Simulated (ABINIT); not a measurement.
Converging shifted k-point meshes: Sr (Fm-3m, 1 atom in the cell)

```yaml
crystal:
  lattice:
    - [0.00000, 3.03088, 3.03088]
    - [3.03088, 0.00000, 3.03088]
    - [3.03088, 3.03088, 0.00000]
  atoms:
    - { symbol: Sr, position: [0.00000, 0.00000, 0.00000] }
```

Computed with PBE, PAW (JTH v2.0 PBE PAW) (plane waves; ABINIT).

Base settings: pseudos = [Sr.GGA_PBE-JTH.xml]; ecut = 544 eV; pawecutdg = 1088 eV; pawxcdev = 0; occopt = 3; tsmear = 0.00367493 Ha; ngkpt = 6 6 6; nshiftk = 1; shiftk = 0 0 0; potentials = JTH v2.0 PBE PAW.

In this ladder: shiftk = 0.5 0.5 0.5.

Only quantities that move along the ladder and can be compared are tabulated.

The count of work is k-points × plane waves × bands × iterations; it is no time. Core times come from one kind of shared machine, to one figure; runs under 30 s give none.

The starting cell has typed, rounded lattice constants, without a prior relaxation at this level. Its lattice was rescaled by up to half a per cent.

| ngkpt | free energy less the last step's (meV/atom) | pressure (GPa) | count of work / last | core time / last (rough) |
|---|---|---|---|---|
| 2 2 2 | -7.08 | 0.31 | 0.0023 | – |
| 3 3 3 | 37.00 | -0.06 | 0.0077 | – |
| 4 4 4 | 4.30 | -0.20 | 0.013 | – |
| 6 6 6 | -0.17 | -0.16 | 0.036 | 0.10 |
| 8 8 8 | -0.12 | -0.16 | 0.077 | 0.1 |
| 10 10 10 | 0.01 | -0.16 | 0.13 | 0.1 |
| 12 12 12 | 0.00 | -0.16 | 0.24 | 0.3 |
| 15 15 15 | 0.00 | -0.16 | 0.45 | 0.5 |
| 17 17 17 | 0.00 | -0.16 | 0.64 | 0.6 |
| 20 20 20 | 0.00 | -0.16 | 1.0 | 1 |

Coarsest ngkpt that holds the pressure within 0.05 GPa of the last step, with all finer ones: 4 4 4, at 0.013 of the last step's count of work; the step before is off by 0.10 GPa.

Coarsest ngkpt that holds the free energy within 1 meV/atom of the last step, with all finer ones: 6 6 6, at 0.036 of the last step's count of work and about 0.10 of the last step's time; the step before is off by 4.3 meV/atom.
